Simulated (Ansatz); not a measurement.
The starting structures come from a database of crystals and need not be the phases stable at ambient conditions.

## Evanescent states of ScCl3 (R-3, not sure to be the ambient phase, 8 atoms a cell, 25.8 Å³ an atom) along the normal of (110)

Computed with r2SCAN (plane waves, PAW; Ansatz, a quantum-chemistry and plane-wave program).

No gap correction and no spin-orbit coupling; mid-gap values are interpolated between computed energies.

Energies count from the valence-band top; κ is the least over a 6×4 mesh across the current.

| E (eV) | κ (1/Å) | where |
|---|---|---|
| 0.10 | 0.168 | Γ |
| 0.30 | 0.220 | Γ |
| 0.50 | 0.257 | Γ |
| 0.70 | 0.286 | Γ |
| 0.90 | 0.310 | Γ |
| 1.10 | 0.329 | Γ |
| 1.30 | 0.345 | Γ |
| 1.50 | 0.359 | Γ |
| 1.70 | 0.370 | Γ |
| 1.90 | 0.380 | Γ |
| 2.10 | 0.387 | Γ |
| 2.30 | 0.393 | Γ |
| 2.50 | 0.397 | Γ |
| 2.70 | 0.399 | Γ |
| 2.90 | 0.400 | Γ |
| 3.10 | 0.398 | Γ |
| 3.30 | 0.395 | Γ |
| 3.50 | 0.376 | off Γ |
| 3.70 | 0.334 | off Γ |
| 3.90 | 0.269 | off Γ |
| 4.10 | 0.093 | off Γ |

Task: How thick must the barrier be to attenuate the transmission by 10^8 when the electrodes' Fermi level lies at 3.30 eV, and what attenuation does that film give at 1.50 eV?

Result: d = 8 ln 10 / (2 × 0.395) = 23.3 Å. At 1.50 eV it gives 8 × 0.359/0.395 = 7.3 decades.
